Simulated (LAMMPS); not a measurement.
MD from the melt across the composition of Pd (fcc) with a share x of Pd sites Pt; each row has its own temperature.

Computed with classical MD, pair style eam, the elements' _u3.eam files (universal-3 set of Foiles, Baskes and Daw) (LAMMPS).

```tsv
x	volume	state	enthalpy	self-diffusion coefficient of Pd (not corrected for cell size)	T (K)
0.25	16.746 ± 0.002 Å³/atom	liquid	-3.5993 ± 0.0005 eV/atom	(6.7 ± 0.1) × 10^-5 cm²/s	2160
0.5	16.761 ± 0.001 Å³/atom	liquid	-4.0394 ± 0.0004 eV/atom	(6.9 ± 0.1) × 10^-5 cm²/s	2220
0.75	16.785 ± 0.002 Å³/atom	liquid	-4.4817 ± 0.0006 eV/atom	(6.6 ± 0.2) × 10^-5 cm²/s	2290
```

Caution: a run this short can hold a crystal over, or a liquid under, the potential's own melting point, which these runs don't give.

States go by the mean squared displacement: a species diffuses where it passes 1.5 Å², still rises and gives D over 1e-6 cm²/s; a crystal has left its structure where atoms lie 0.35 Å off their sites on average or a cubic box changes its shape by 3 %, or the axial ratios of another lie 8 % off the starting cell's, which the potential's own relaxation can also do.

Errors of D are the spread over four groups of atoms in one short run; a floor of about 5 %, a picked value, is safer.

The ± values are statistical; the model's systematic error is not in them.
